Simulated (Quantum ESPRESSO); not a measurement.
Worked example: self-consistent single point of a (001) slab of CaTa3 (cut from a parent of space group no. 139; 8 atoms in the cell) in Quantum ESPRESSO.

Method: PW91, PseudoDojo standard norm-conserving (PBE) pseudopotentials (plane waves; Quantum ESPRESSO).

```xyz
8
Lattice="4.4833 0.0000 0.0000 0.0000 4.4833 0.0000 0.0000 0.0000 19.4897" Properties=species:S:1:pos:R:3 pbc="T T T"
Ca     0.0000     0.0000    13.4897
Ca     2.2417     2.2417     8.4966
Ta     2.2417     2.2417    13.4897
Ta     0.0000     2.2417     6.0000
Ta     2.2417     0.0000     6.0000
Ta     0.0000     0.0000     8.4966
Ta     2.2417     0.0000    10.9932
Ta     0.0000     2.2417    10.9932
```

Reference input (self-consistent single point, DFT, PBEsol, plane waves, PseudoDojo standard norm-conserving (PBESOL) pseudopotentials): ecutwfc = 70 Ry; occupations = smearing; smearing = fermi-dirac; degauss = 0.0036749 Ry; potentials = {Ca: Ca.upf, Ta: Ta.upf}; K_POINTS = automatic 5 5 1 0 0 0; conv_thr = 1e-10 Ry; mixing_beta = 0.4. This run's input differs from it in these lines:

```diff
@@ -18,2 +18,3 @@
  degauss = 0.0036749,
+ input_dft = 'pw91',
 /
```

Its files differ too (potentials: PseudoDojo standard norm-conserving (PBE)).

Output, abridged:

```
     Self-consistent Calculation

     iteration #  1     ecut=    70.00 Ry     beta= 0.40

     total energy              =    -933.41488787 Ry
     estimated scf accuracy    <       4.36556970 Ry

     iteration #  2     ecut=    70.00 Ry     beta= 0.40

     total energy              =    -929.68497119 Ry
     estimated scf accuracy    <     209.18759642 Ry

     iteration #  3     ecut=    70.00 Ry     beta= 0.40

     total energy              =    -932.68760648 Ry
     estimated scf accuracy    <     221.97589355 Ry

   [... 32 blocks of this kind left out ...]

     iteration # 36     ecut=    70.00 Ry     beta= 0.40

     total energy              =    -935.90815339 Ry
     estimated scf accuracy    <          8.3E-10 Ry

     iteration # 37     ecut=    70.00 Ry     beta= 0.40
     End of self-consistent calculation

     the Fermi energy is     4.1685 ev

!    total energy              =    -935.90815342 Ry
     estimated scf accuracy    <          1.7E-11 Ry
     smearing contrib. (-TS)   =      -0.01234625 Ry
     internal energy E=F+TS    =    -935.89580717 Ry

     convergence has been achieved in  37 iterations

     Forces acting on atoms (cartesian axes, Ry/au):

     atom    1 type  1   force =     0.00000000    0.00000000    0.01184981
     atom    2 type  1   force =     0.00000000    0.00000000   -0.01605646
     atom    3 type  2   force =     0.00000000    0.00000000   -0.16020772
     atom    4 type  2   force =     0.00000000    0.00000000    0.06235077
     atom    5 type  2   force =     0.00000000    0.00000000    0.06235077
   [... lines left out ...]

     Total force =     0.191421     Total SCF correction =     0.000011

          total   stress  (Ry/bohr**3)                   (kbar)     P=      -93.06
  -0.00063096   0.00000000   0.00000000          -92.82        0.00        0.00
   0.00000000  -0.00063096   0.00000000            0.00      -92.82        0.00
   0.00000000   0.00000000  -0.00063582            0.00        0.00      -93.53

   JOB DONE.
```

The run converged in 37 iterations. Against the reference run the largest force goes from 4.373 to 4.119 eV/Å. The full log also holds: “c_bands:  3 eigenvalues not converged”.

The starting cell was generated: these elements placed on a structure prototype, without a prior relaxation; it need not be a known phase or ordering of this composition. The slab is cut from that crystal, and its faces are unrelaxed. Spin-orbit coupling is off. Spin polarisation is off. The two faces of this cut differ, and no dipole correction was used. Forces in this geometry exceed 1 eV/Å.

Cost on one core of a shared machine: roughly 20 min.
